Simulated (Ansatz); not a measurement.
Input and output of a self-consistent single point for ZnInGaO₄ (R3m, 7 atoms in the cell) (Ansatz, a quantum-chemistry and plane-wave program).

Method: PBE (plane waves, PAW; Ansatz).

```xyz
7
Lattice="1.6475 0.9512 8.6900 -1.6475 0.9512 8.6900 0.0000 -1.9024 8.6900" Properties=species:S:1:pos:R:3 pbc="T T T"
In     0.0000     0.0000     0.0000
Ga     0.0000     0.0000    20.4102
Zn     0.0000     0.0000     5.6598
O      0.0000     0.0000    22.7278
O      0.0000     0.0000     3.3422
O      0.0000     0.0000    18.4367
O      0.0000     0.0000     7.6333
```

Reference input (self-consistent single point, DFT, PBE, plane waves, default PAW files): basis.ecutwfc = 420 eV; kpoints.mp_grid.grid = 8 8 8; hamiltonian.xc = pbe; hamiltonian.pseudopotentials = {kind: paw} (the program's default PAW files); scf.occupations.method = fermi_dirac; scf.occupations.width = 0.1 eV. This run's input differs from it in these lines:

Ansatz 0.2 input:
```diff
@@ -14,3 +14,3 @@
 basis:
-  ecutwfc: 420.0
+  ecutwfc: 170.0
 kpoints:
```

Output (repeated stretches shortened):

```
SCF iter   1: F=—  HF=-14876.277452 eV  |F-HF|=—  |Δ(HF+E_count)|=         —  Δρ=2.80e-1  dr2=3.10e1  ethr=1.77e-3  ⟨swp⟩=5.9  Hψ=9038  notcnv=0  defer=9
all-band conjugate gradients solve this SCF's bands
preconditioner: auto → LDOS
SCF iter   2: F=—  HF=-14864.317392 eV  |F-HF|=—  |Δ(HF+E_count)|=    1.20e1  Δρ=2.09e-1  dr2=2.51e1  ethr=1.77e-3  ⟨swp⟩=4.0  Hψ=8078  notcnv=0  defer=94
   [... lines left out ...]
SCF iter  10: F=—  HF=-14853.838186 eV  |F-HF|=—  |Δ(HF+E_count)|=   1.42e-6  Δρ=2.15e-5  dr2=2.59e-7  ethr=8.25e-9  ⟨swp⟩=2.0  Hψ=3448  notcnv=0  defer=117
SCF iter  11: F=-14853.838186 eV  HF=-14853.838186 eV  |F-HF|=4.66e-8  |Δ(HF+E_count)|=   4.38e-7  Δρ=9.10e-6  dr2=7.18e-8  ethr=1.61e-10  ⟨swp⟩=9.5  Hψ=9942  notcnv=0
the last iteration of the SCF fills more bands at one k-point than at another …
SCF 1 converged in 11 iterations: F = -14853.838186 eV  dr2 = 7.18e-8
Free energy (F): -14853.838186 eV
Internal energy: -14853.830827 eV  (E = F + TS)
E sigma→0 (E₀):  -14853.834506 eV
Entropy (-TS):   -0.007359 eV (-1.051 meV/atom)
Fermi energy:    9.381807 eV
--- Forces (eV/Å), atoms counted from 1 ---
  atom   1  In     0.00000000    -0.00000002    -1.10594380
  atom   2  Ga    -0.00000000    -0.00000000    -0.22043613
  atom   3  Zn     0.00000000     0.00000001     0.64112500
  atom   4  O      0.00000000    -0.00000003    -1.71749769
  atom   5  O      0.00000000    -0.00000000    -0.09341472
  atom   6  O      0.00000000     0.00000008     4.34764586
  atom   7  O     -0.00000000    -0.00000004    -1.86814992
--- Stress (GPa, compression-positive) ---
       36.523857       0.000000       0.000000
        0.000000      36.523857      -0.000000
        0.000000      -0.000000      30.887869
  P = ⅓ Tr σ = 34.6452 GPa (346.452 kbar)
  The stress holds the Pulay correction. Without it, at fixed plane waves, as pw.x and ABINIT print it: P = -708.5427 GPa
```

The run converged in 11 iterations. Against the reference run the free energy rises by 16.7 eV/atom, the pressure goes from 7.86 to 34.65 GPa and the largest force goes from 1.997 to 4.348 eV/Å.

The starting cell was generated: these elements placed on a structure prototype, without a prior relaxation; it need not be a known phase or ordering of this composition. Forces in this geometry exceed 1 eV/Å. Ansatz's pressure includes its estimate of the finite-basis (Pulay) stress. Without the estimate this run gives -708.54 GPa. The cutoff lies below the one recommended for these files. The run gives no clean gap (levels at the Fermi energy touch, overlap or are partly filled at this smearing), which alone does not show that the compound is a metal.
